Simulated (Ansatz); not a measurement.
**CdSe under a change: tensor shear ε_xy = +1.43 %**

Start from CdSe in the zinc blende structure (space group F-43m, No. 216; a = 6.1332 Å). Axes: x, y, z lie along the cube axes.

Perturbation: a pure shear with ε_xy = ε_yx = 0.0143; the atoms relax in the strained cell.

Calculations: r2SCAN (Ansatz, a quantum-chemistry and plane-wave program), no spin-orbit coupling. Settings: 9×9×9 k-points, 0.05 eV Fermi–Dirac smearing.

The volume per atom hardly moves (28.84 Å³ against 28.83 Å³) and the shortest interatomic distance shrinks by 0.003 Å (2.656 Å → 2.653 Å). The energy increases by 1.7 meV/atom and the band gap falls by 0.07 eV to 0.97 eV. The gap character is still direct at Γ and the electron mass stays 0.093 mₑ (at Γ). The valence-band top at Γ (three highest levels, from the VBM) goes from 0.00, 0.00, 0.00 eV to 0.00, -0.07, -0.13 eV and the largest internal atomic displacement is 0.019 Å. The stress (xx, yy, zz, yz, xz, xy; compression positive) is (0.00, 0.00, -0.01, 0.00, 0.00, -0.64) GPa.

Masses are band curvatures over ±0.01 Å⁻¹ around the edge. Stability against distortions was not tested. k-point labels follow each cell's own Brillouin zone.
